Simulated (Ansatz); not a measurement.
## WC: stress against strain

WC (WC type, P-6m2, 10.416 Å³/atom at rest, c along z) under a strain ε along c (axis z), the other axes held. r2SCAN in Ansatz, a plane-wave DFT program (PAW, default set), 500 eV, 23×23×20 Γ-centred mesh, Fermi-Dirac smearing 0.10 eV; ions are relaxed within the symmetry of each cell. Stress is positive for a compressed cell.

Here s stands for strain and y for stress zz.

| strain (%) | stress zz (GPa) |
|---|---|
| -3.00 | ? |
| -1.50 | 15.66 |
| -1.00 | 10.28 |
| -0.50 | 5.06 |
| 0.00 | 0.00 |
| 0.50 | -4.90 |
| 1.00 | -9.66 |
| 1.50 | -14.27 |

Fit y of the 7 rows that show it with a straight line. Means: s 0, y 0.310. About the means, the sum of products is -69.815 and the sum of squares of s is 7.0000; the slope is their ratio. Least squares gives y = 0.310 - 9.9736·s. Residuals (row less fit): 0.390, -0.004, -0.237, -0.310, -0.223, 0.004, 0.380; standard error 0.316 (degrees of freedom: 5). The slope gives the elastic constant C33 = 997 ± 12 GPa.

**Question.** Predict the withheld y at s = -3.00 from the fit, and compare with the calculation.

**Answer.** y = 0.310 - 9.9736 × (-3.0) = 30.231 GPa. The calculation gives 32.86 GPa, 2.629 GPa above the prediction (5.6 % of the range of y in the table). The row lies outside the fitted rows, so this is an extrapolation. From the scatter of the fitted rows alone, a prediction at this place has a standard error of 0.492 GPa, so the miss is 5.3 times that.

One order more, fitted to all 13 runs of the series, follows each within 0.05, so the miss is the next term of a smooth law. In a metal these values are sensitive to mesh and smearing; energies are taken to zero smearing, stresses follow the free energy. Rows are the converged runs of the series near zero and its far end; series whose fitted rows scatter by over a few per cent of the range, as at a crossing or softening among them, aren't shown in this form. Most that stay on the fit to the last digits aren't either.
